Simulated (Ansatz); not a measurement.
Base system: YN in the rock salt structure (space group Fm-3m, No. 225; a = 4.856 Å).

All numbers come from PBEsol (Ansatz, a program for electronic structure, PAW, no SOC).

For the base:

- Band gap = 0.08 eV
- Volume per atom = 14.31 Å³

It is then changed as follows: cell and atoms relaxed at a pressure of 15 GPa.

Problem. Predict the new band gap and volume per atom.

Solution. The band gap changes from 0.08 eV to zero; the volume per atom shrinks by 1.03 Å³ (14.31 Å³ → 13.28 Å³).

The mesh was chosen for an insulator and is coarse for the gapless case. Load acts through the strain it causes; cell and atoms are relaxed under it. Whether these cells are dynamically stable was not tested. No other phases were tried under pressure. The final runs are not spin-polarised. A zero or small gap of YN can be the functional's error rather than a property of the material.
